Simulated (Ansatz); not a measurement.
# A computed series for ZnCu: response to strain

Base system: ZnCu in the CsCl type structure (space group Pm-3m, No. 221; a = 2.908 Å; relaxed with 0.1 eV smearing). Axes: x, y, z lie along the cube axes.

Strains are applied to the cell and any free atomic positions relax; under biaxial strain the out-of-plane vector relaxes too.

Calculations: PBEsol (Ansatz, a quantum-chemistry and plane-wave program), spin-orbit coupling left out.

Notes on the quantities. in-plane stress: mean in-plane stress (compression positive).

```tsv
change	in-plane stress	volume per atom
base	–	12.30 Å³
biaxial strain −2.50 %, plane normal [111], relaxed out of plane	+8.3 GPa	11.88 Å³
biaxial strain −1.67 %, plane normal [111], relaxed out of plane	+5.4 GPa	12.01 Å³
biaxial strain −1.25 %, plane normal [111], relaxed out of plane	+4.0 GPa	12.08 Å³
biaxial strain −0.83 %, plane normal [111], relaxed out of plane	+2.6 GPa	12.15 Å³
biaxial strain +0.42 %, plane normal [111], relaxed out of plane	-1.3 GPa	12.38 Å³
biaxial strain +0.83 %, plane normal [111], relaxed out of plane	-2.4 GPa	12.46 Å³
biaxial strain +1.25 %, plane normal [111], relaxed out of plane	-3.6 GPa	12.54 Å³
biaxial strain +2.08 %, plane normal [111], relaxed out of plane	-5.8 GPa	12.70 Å³
biaxial strain +2.50 %, plane normal [111], relaxed out of plane	-6.8 GPa	12.78 Å³
```

Stability against distortions was not tested. All final runs are without spin polarisation.
